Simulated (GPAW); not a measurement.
# Several settings converged on NbP (Imm2, 4 atoms in the cell)

```
CELL_PARAMETERS angstrom
     -1.68330     1.68330     5.76881
      1.68330    -1.68330     5.76881
      1.68330     1.68330    -5.76881
ATOMIC_POSITIONS crystal
  Nb 0.75421 0.75421 0.00000
  Nb 0.49988 0.99988 0.50000
  P  0.33275 0.33275 0.00000
  P  0.08275 0.58275 0.50000
```

Base method: PBEsol, GPAW PAW datasets PBEsol (made by gpaw-setup) (plane waves; GPAW).

Base settings: mode = pw; ecut = 600 eV; xc = PBEsol; kpts = 4 4 4; mesh shift (steps) = 0 0 0; occupations.name = methfessel-paxton; occupations.width = 0.2 eV; occupations.order = 0; nbands = -6; convergence.forces = 0.001 eV/Å.

The count of work is k-points × plane waves × bands × iterations; it is no time. Core times come from one kind of shared machine, to one figure; runs under 30 s give none.

**The plane-wave cutoff**

Moved along: nbands, convergence.bands.

The mesh stays at the base's, so the ladder's end is converged at best in this setting alone.

Only quantities that move along the ladder and can be compared are tabulated.

| ecut | free energy less the last step's (meV/atom) | pressure (GPa) | largest difference of a force vector from the last step's (eV/Å) | count of work / last | core time / last (rough) |
|---|---|---|---|---|---|
| 210 eV | 218.25 | -13.05 | 0.008 | 0.066 | 0.2 |
| 240 eV | 136.54 | -12.17 | 0.002 | 0.083 | 0.2 |
| 270 eV | 80.79 | -11.25 | 0.009 | 0.093 | 0.3 |
| 330 eV | 27.08 | -9.74 | 0.002 | 0.13 | 0.2 |
| 420 eV | 6.73 | -8.85 | 0.000 | 0.18 | 0.3 |
| 540 eV | 2.19 | -8.71 | 0.002 | 0.27 | 0.4 |
| 600 eV | 1.26 | -8.69 | 0.001 | 0.34 | 0.4 |
| 1200 eV | 0.00 | -8.65 | 0.000 | 1.0 | 1 |

Coarsest ecut that holds the pressure within 1 GPa of the last step, with all finer ones: 420 eV, at 0.18 of the last step's count of work and about 0.3 of the last step's time; the step before is off by 1.1 GPa.

Coarsest ecut that holds the free energy within 5 meV/atom of the last step, with all finer ones: 540 eV, at 0.27 of the last step's count of work and about 0.4 of the last step's time; the step before is off by 6.7 meV/atom.

Coarsest ecut that holds the forces within 0.005 eV/Å of the last step, with all finer ones: 330 eV, at 0.13 of the last step's count of work and about 0.2 of the last step's time; the step before is off by 0.009 eV/Å.

At the lowest cutoff the pressure lies 4.4 GPa under the last step's, the usual sign of Pulay stress in an incomplete plane-wave basis.

**The relaxed cell against the cutoff**

On NbP (I4_1md, 4 atoms in the cell): atoms on their sites.

In this ladder: nbands = -10; convergence.bands = default; convergence.density = 1e-05 e/electron; optimizer = BFGS; fmax = 0.02 eV/Å.

The mesh stays at the base's, so the ladder's end is converged at best in this setting alone.

Only quantities that move along the ladder and can be compared are tabulated.

```tsv
ecut	relaxed volume (Å³/atom)	relaxation steps	core time / last (rough)
300 eV	15.446	7	0.3
420 eV	15.578	5	0.2
510 eV	15.584	6	0.4
720 eV	15.592	5	0.5
1200 eV	15.592	5	1
```

Coarsest ecut that holds the relaxed volume within 0.078 Å³/atom of the last step, with all finer ones: 420 eV, at about 0.2 of the last step's time; the step before is off by 0.15 Å³/atom.

At the lowest cutoff the cell relaxes to a volume 0.9 % smaller than at the highest.

On the base run: the starting cell comes from a database of computed structures (which also holds hypothetical and non-ambient phases and stackings), without a prior relaxation at this level. Its lattice was rescaled by up to half a per cent. One atom was moved a little off its site on purpose. Spin polarisation is off. Without a gap this mesh is coarse (it stands for a supercell whose shortest vector is 13 Å).
